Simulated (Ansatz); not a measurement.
α-phase CO, treated with PBEsol (Ansatz, a program for electronic structure, plane waves, PAW).

Numerical settings: plane-wave cutoff 520 eV, 6×6×6 k mesh, Fermi–Dirac smearing 0.01 eV, scalar-relativistic PAW data made under PBE.

The cell is scaled about its equilibrium volume:

```tsv
V (Å³/atom)	P (GPa)	direct gap at Γ (eV)	smallest gap on the k mesh (eV)
26.659	0.03	6.388	6.183
27.215	0.01	6.407	6.207
27.770	0.00	6.427	6.233
28.326	-0.01	6.445	6.256
28.881	-0.02	6.463	6.279
```

The fundamental gap (6.23 eV at the equilibrium volume, with added k points) lies elsewhere than Γ–Γ.

Note: for a layered or molecular solid the relaxed cell lies over 5 % above the published volume, where the minimum can be shallow; the cell comes from a level without a dispersion term, which matters for the spacing of layers, chains or molecules; the volume lies 24 % above that of the published cell.
